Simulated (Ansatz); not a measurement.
The starting structures come from a database of crystals and need not be the phases stable at ambient conditions.

 Where the default PAW files enter, the runs use the earlier of Ansatz's two default sets.

Inside the gap of an insulator the Bloch states are evanescent, with a wavenumber k + iκ along the transport direction.

Input:

```xyz
6
Lattice="3.1329 0.0000 0.0000 0.0000 4.7029 0.0000 0.0000 0.0000 4.7029" Properties=species:S:1:pos:R:3 pbc="T T T"
Zn     1.5664     2.3515     2.3515
Zn     0.0000     0.0000     0.0000
F      0.0000     3.2773     3.2773
F      0.0000     1.4256     1.4256
F      1.5664     0.9258     3.7771
F      1.5664     3.7771     0.9258
```

Space group of this cell: P4_2/mnm, rutile. The cell is taken as given.

Transport runs along the normal of the first two printed cell vectors, the (100) plane of the conventional cell.

The gap is the functional's own, uncorrected, and κ follows it; spin-orbit coupling is left out. Mid-gap values are interpolated between the computed energies.

Problem. Predict the band gap and the smallest decay constant κ at mid-gap from r2SCAN (Ansatz, a first-principles code).

Solution. Gap 4.27 eV on a 10×6×6 mesh; κ = 0.432 1/Å, at the zone centre.
